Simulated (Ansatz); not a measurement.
The starting structures come from a database of crystals and need not be the phases stable at ambient conditions.

 Where the default PAW files enter, the runs use the earlier of Ansatz's two default sets.

Tunnelling through a barrier is set by its complex band structure: the current falls as exp(−2κd) with the smallest κ.

```yaml
crystal:
  lattice:
    - [4.92193, 0.00000, 0.00000]
    - [0.00000, 9.74684, 0.00000]
    - [2.46097, 0.00000, 1.42084]
  atoms:
    - { symbol: Be, position: [0.66667, 0.07849, 0.00000] }
    - { symbol: Be, position: [0.33333, 0.92151, 0.00000] }
    - { symbol: Be, position: [0.33333, 0.57849, 0.00000] }
    - { symbol: Be, position: [0.66667, 0.42151, 0.00000] }
    - { symbol: Be, position: [0.00000, 0.25000, 0.00000] }
    - { symbol: Be, position: [0.00000, 0.75000, 0.00000] }
    - { symbol: N, position: [0.00000, 0.00000, 0.00000] }
    - { symbol: N, position: [0.00000, 0.50000, 0.00000] }
    - { symbol: N, position: [0.66667, 0.25000, 0.00000] }
    - { symbol: N, position: [0.33333, 0.75000, 0.00000] }
```

Space group of this cell: P6_3/mmc. The cell is taken as given; by r2SCAN its mean pressure is -1.4 GPa.

Transport runs along the normal of the first two printed cell vectors, the (110) plane of the conventional cell.

The gap is the functional's own. No spin-orbit coupling. Mid-gap values are interpolated on the energy grid.

Question: Give the band gap and the smallest decay constant κ at mid-gap that r2SCAN run with Ansatz (a first-principles code) yields.

Answer: Gap 4.00 eV on a 20×4×20 mesh; κ = 0.337 1/Å, at the zone centre.
